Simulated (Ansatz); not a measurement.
## How far to go with the k-point mesh: CsVN2 (R3m, 8 atoms in the cell)

```
CELL_PARAMETERS angstrom
      0.00000     4.19280     4.19280
      4.19280     0.00000     4.19280
      4.19280     4.19280     0.00000
ATOMIC_POSITIONS crystal
  Cs 0.25344 0.25344 0.25344
  Cs 0.00000 0.00000 0.00000
  V  0.75000 0.75000 0.75000
  V  0.50000 0.50000 0.50000
  N  0.62500 0.62500 0.62500
  N  0.12500 0.62500 0.62500
  N  0.62500 0.62500 0.12500
  N  0.62500 0.12500 0.62500
```

Computed with PBEsol, default PAW files made with PBE (plane waves; Ansatz, a first-principles code).

Base settings: basis.ecutwfc = 30.9 Ry; kpoints.mp_grid.grid = 5 5 5; hamiltonian.xc = pbesol; hamiltonian.pseudopotentials = {kind: paw} (the program's default PAW files); scf.occupations.method = fixed.

The second cell is the first with its lattice scaled by 0.98.

Only quantities that move along the ladder and can be compared are tabulated.

The count of work is k-points × plane waves × bands × iterations; it is no time. Core times come from one kind of shared machine, to one figure; runs under 30 s give none.

The starting cell comes from a database of computed structures (which also holds hypothetical and non-ambient phases and stackings), without a prior relaxation at this level. Its lattice was rescaled by up to half a per cent. One atom was moved a little off its site on purpose. In the base run, with a pressure of about -4 GPa the cell is away from its equilibrium volume at this level. Ansatz's pressure includes its estimate of the finite-basis (Pulay) stress.

| kpoints.mp_grid.grid | free energy less the last step's (meV/atom) | energy of the compressed cell less the first (meV/atom) | pressure (GPa) | largest difference of a force vector from the last step's (eV/Å) | gap on the mesh (eV) | count of work / last | core time / last (rough) |
|---|---|---|---|---|---|---|---|
| 2 2 2 | 92.44 | -0.74 | -3.28 | 0.023 | 0.200 | 0.014 | – |
| 3 3 3 | 18.45 | -4.36 | -3.83 | 0.006 | 0.426 | 0.019 | – |
| 4 4 4 | 5.03 | -5.19 | -3.92 | 0.002 | 0.481 | 0.042 | – |
| 5 5 5 | 1.68 | -5.32 | -3.94 | 0.001 | 0.504 | 0.061 | – |
| 6 6 6 | 0.64 | -5.34 | -3.94 | 0.000 | 0.511 | 0.093 | – |
| 7 7 7 | 0.26 | -5.30 | -3.94 | 0.000 | 0.515 | 0.13 | – |
| 8 8 8 | 0.13 | -5.33 | -3.94 | 0.000 | 0.516 | 0.21 | 0.2 |
| 9 9 9 | 0.05 | -5.31 | -3.94 | 0.000 | 0.518 | 0.25 | 0.2 |
| 10 10 10 | 0.03 | -5.32 | -3.94 | 0.000 | 0.517 | 0.37 | 0.4 |
| 11 11 11 | 0.01 | -5.31 | -3.94 | 0.000 | 0.518 | 0.42 | 0.4 |
| 12 12 12 | 0.01 | -5.32 | -3.94 | 0.000 | 0.518 | 0.61 | 0.6 |
| 13 13 13 | 0.01 | -5.32 | -3.94 | 0.000 | 0.518 | 0.75 | 0.7 |
| 15 15 15 | 0.00 | -5.31 | -3.94 | 0.000 | 0.518 | 1.0 | 1 |

Coarsest kpoints.mp_grid.grid that holds the pressure within 0.5 GPa of the last step, with all finer ones: 3 3 3, at 0.019 of the last step's count of work; the step before is off by 0.66 GPa.

Coarsest kpoints.mp_grid.grid that holds the free energy within 0.5 meV/atom of the last step, with all finer ones: 7 7 7, at 0.13 of the last step's count of work; the step before is off by 0.64 meV/atom.

The energy difference between the two cells stays within 1 meV/atom of the last step's from 3 3 3 on, the total only from 6 6 6 on: much of the error is common to both cells and cancels.

Left out of this page: 1 run of the series failed or unconverged.

Keys are those of Ansatz 0.2.
